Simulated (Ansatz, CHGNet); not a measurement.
For AlCr2C (P6₃/mmc, No. 194; start mp-9956), the machine-learned potential CHGNet 0.3.0 (trained on PBE and PBE+U data) gives:

```
Property                Value
-------------------  --------
lattice constant a    2.830 Å
lattice parameter c  12.743 Å
```

Q: What does PBEsol in Ansatz (plane waves, PAW) give for the same quantities?

A: 
- lattice constant a: 2.812 Å (falls by 0.6 %)
- lattice parameter c: 12.600 Å (drops by 1.1 %)

Changes are worked out from the printed values.

Unless a cell is named, each level is at its own relaxed cell (CHGNet 0.3.0 11.05, PBEsol 10.78 Å³/atom).

The crystal itself was run without spin with PBEsol.

Caveats: the relaxation could not lower the start's symmetry, so the cell can be a saddle point above a distorted one (CHGNet 0.3.0, PBEsol). Ansatz's density-functional and Hartree–Fock values are scalar-relativistic unless marked +SOC, with PAW data made under PBE.

A start named mp-… is a Materials Project structure, which can be a computed phase never made.

Ansatz is an electronic-structure program.
